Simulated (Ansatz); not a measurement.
The parent structure is WSe₂ in the 2H-MoS2 type structure (space group P6_3/mmc, No. 194; a = 3.230 Å, c = 12.411 Å; layered, stacked along the Cartesian z axis).

Calculations: PBEsol-D3(BJ) (Ansatz, an electronic-structure program; PAW; 420 eV plane waves; no spin-orbit coupling), earlier PAW set.

```json
[
 {"level": "PBEsol-D3(BJ)", "band gap": "0.67 eV", "lattice parameter a": "3.230 Å", "lattice parameter c": "12.411 Å"}
]
```

### Question
From these computed values, estimate the measured ones, and say how each level misses.

### Answer
Measured: band gap 1.2 eV (room temperature; as listed in Carlos M. O. Bastos et al., Physical Review Materials (2019)); lattice parameter a 3.282 Å (room temperature; as listed in arXiv:1605.07067); lattice parameter c 12.96 Å (room temperature; as listed in arXiv:1605.07067). Computed minus measured — band gap: PBEsol-D3(BJ) -0.53 eV; lattice parameter a: PBEsol-D3(BJ) -1.6 %; lattice parameter c: PBEsol-D3(BJ) -4.2 %. Measured values not marked as corrected hold thermal and zero-point effects that the static-lattice runs lack. A measured gap can be an optical one, lowered by exciton binding. Levels without spin-orbit coupling miss its effect on the gap.

With W present, leaving out spin-orbit coupling can change the band edges. Stability against distortions was not tested.
